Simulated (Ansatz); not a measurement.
```xyz
2
Lattice="0.0000 2.1339 2.1339 2.1339 0.0000 2.1339 2.1339 2.1339 0.0000" Properties=species:S:1:pos:R:3 pbc="T T T"
C      0.0000     0.0000     0.0000
Ti     2.1339     2.1339     2.1339
```

The pressure is 5 GPa. The structure is held there; whether it is the stable one at that pressure was not tested.

Task: By how much do the lattice constants and the volume change from 300 K to 825 K (the quasi-harmonic free energy, PBEsol in Ansatz, a program for electronic structure), and how far does the bulk modulus soften?

Result: a by 0.36 %, the volume by 1.08 %; B_T goes from 277 to 262 GPa. The crystal is held in this phase throughout; melting and phase transitions are not modelled.

The PAW data sets were generated under PBE and serve the other functionals too.
